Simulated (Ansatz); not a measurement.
Response to strain in TlCl

Take TlCl in the CsCl type structure (space group Pm-3m, No. 221) as the base.

```xyz
2
Lattice="3.7692 0.0000 0.0000 0.0000 3.7692 0.0000 0.0000 0.0000 3.7692" Properties=species:S:1:pos:R:3 pbc="T T T"
Tl     0.0000     0.0000     0.0000
Cl     1.8846     1.8846     1.8846
```

Strains are applied to the cell and any free atomic positions relax.

Method: Kohn–Sham DFT with the PBEsol functional, run in Ansatz (a program for electronic structure) with PAW and 420 eV plane waves, no spin-orbit coupling.

Base values:

The band gap comes out as 1.79 eV.

**Question.** The aim is a band gap between 1.45 eV and 1.59 eV. Which of these changes reaches it?
A) isotropic strain +2.00 %
B) isotropic strain −3.00 %
C) isotropic strain +2.50 %

**Answer.** B, isotropic strain −3.00 %. It gives 1.52 eV; isotropic strain +2.50 % gives 1.99 eV; isotropic strain +2.00 % gives 1.95 eV. Changes not listed may reach it too

Spin-orbit coupling, missing from the scalar runs, can matter with Tl. Stability against distortions was not tested.
